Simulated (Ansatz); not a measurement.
Band structure of MgAl (P-6m2, 2 atoms in the cell).

```xyz
2
Lattice="2.9938 0.0000 0.0000 -1.4969 2.5927 0.0000 0.0000 0.0000 4.8515" Properties=species:S:1:pos:R:3 pbc="T T T"
Mg     0.0000     0.0000     2.4257
Al     0.0000     1.7285     0.0000
```

Method of the run: LDA (PW92), PAW files made with PBE (plane waves; Ansatz, an electronic-structure program).

Settings: kpoints.mp_grid.grid = 10 10 6; hamiltonian.xc = lda; hamiltonian.pseudopotentials = {kind: paw} (the program's default PAW files); scf.occupations.method = gaussian; scf.occupations.width = 0.1 eV; kpoints.band_path.npoints = 8.

The starting cell comes from a database of computed structures (which also holds hypothetical and non-ambient phases and stackings), without a prior relaxation at this level.

Levels in eV from the Fermi level, bands 4 to 10:
| point | 4 | 5 | 6 | 7 | 8 | 9 | 10 |
|---|---|---|---|---|---|---|---|
| Γ | -42.52 | -9.14 | -2.94 | -2.36 | 10.26 | 10.26 | 11.21 |
| M | -42.53 | -3.91 | -3.58 | 1.54 | 2.54 | 2.79 | 3.36 |
| K | -42.53 | -2.31 | -1.87 | -1.83 | 2.74 | 3.91 | 4.28 |
| A | -42.52 | -8.25 | -6.55 | 4.41 | 4.85 | 10.87 | 10.87 |
| L | -42.53 | -3.01 | -2.82 | -1.76 | -0.55 | 6.55 | 7.64 |
| H | -42.53 | -1.37 | -1.15 | -1.01 | -0.48 | 0.58 | 1.90 |

Bands cross the Fermi level along this path, so the cell is metallic at this level.

Keys are those of Ansatz 0.2.
